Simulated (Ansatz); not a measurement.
## KZnF3 under a change: Zn → Ge

Take KZnF₃ in the cubic perovskite structure (space group Pm-3m, No. 221; a = 4.128 Å) as the base.

Perturbation: full substitution Zn → Ge; the structure is relaxed again.

Method: PBE, PAW, 420 eV (Ansatz, a program for electronic structure; scalar-relativistic without spin-orbit coupling), earlier PAW set. Γ-centred 8×8×8 mesh, Fermi–Dirac width 0.05 eV.

- Volume per atom: 17.64 Å³ (base 14.07 Å³)
- Density: 3.18 g/cm³ (base 3.81 g/cm³)
- Space group: Pm-3m (No. 221) (base Pm-3m (No. 221))
- Shortest interatomic distance: 2.226 Å (base 2.064 Å)
- Band gap: 1.99 eV (base 3.71 eV)
- Gap character: direct at R (base indirect, R → Γ)
- Width of the top valence band: 4.70 eV (base 1.52 eV)
- Electron mass (degenerate bands, along [100]): 0.17, 1.4, 1.4 mₑ (at R)
- Hole mass: 0.25 mₑ (at R)

Final structure:

```yaml
crystal:
  lattice:
    - [4.45136, 0.00000, 0.00000]
    - [0.00000, 4.45136, 0.00000]
    - [0.00000, 0.00000, 4.45136]
  atoms:
    - { symbol: K, position: [0.00000, 0.00000, 0.00000] }
    - { symbol: Ge, position: [0.50000, 0.50000, 0.50000] }
    - { symbol: F, position: [0.00000, 0.50000, 0.50000] }
    - { symbol: F, position: [0.50000, 0.00000, 0.50000] }
    - { symbol: F, position: [0.50000, 0.50000, 0.00000] }
```

Masses are band curvatures over ±0.01 Å⁻¹ around the edge. No phonon test of stability was made. As relaxed here, KGeF3 is a hypothetical phase, not in the database extracts checked. Many cubic perovskites are stable only at high temperature; tilts and polar distortions were not tested.
